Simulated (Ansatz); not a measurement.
Start from CdS in the zinc blende structure (space group F-43m, No. 216; a = 5.927 Å).

Levels (all Ansatz, a first-principles code, PAW): PBE (420 eV, scalar-relativistic without spin-orbit coupling); r2SCAN (500 eV, without spin-orbit coupling); HSE06 (420 eV, no SOC).

Levels that relaxed their own cell: PBE and r2SCAN.

| level | band gap | lattice parameter a |
|---|---|---|
| PBE | 1.04 eV | 5.927 Å |
| r2SCAN | 1.54 eV | 5.878 Å |
| HSE06 | 2.11 eV | – |

Measured: band gap 2.48 eV (0 K or low temperature; as listed in arXiv:1206.3780); lattice parameter a 5.832 Å (room temperature; as listed in arXiv:1206.3780).

Computed minus measured — band gap: PBE -1.44 eV, r2SCAN -0.94 eV, HSE06 -0.37 eV (closest: HSE06); lattice parameter a: PBE +1.6 %, r2SCAN +0.8 % (closest: r2SCAN). Measured values not marked as corrected hold thermal and zero-point effects that the static-lattice runs lack. A measured gap can be an optical one, lowered by exciton binding. Levels without spin-orbit coupling miss its lowering of the gap, often about a third of the valence-band splitting.

Single points use the geometry relaxed with r2SCAN. No phonon test of stability was made.
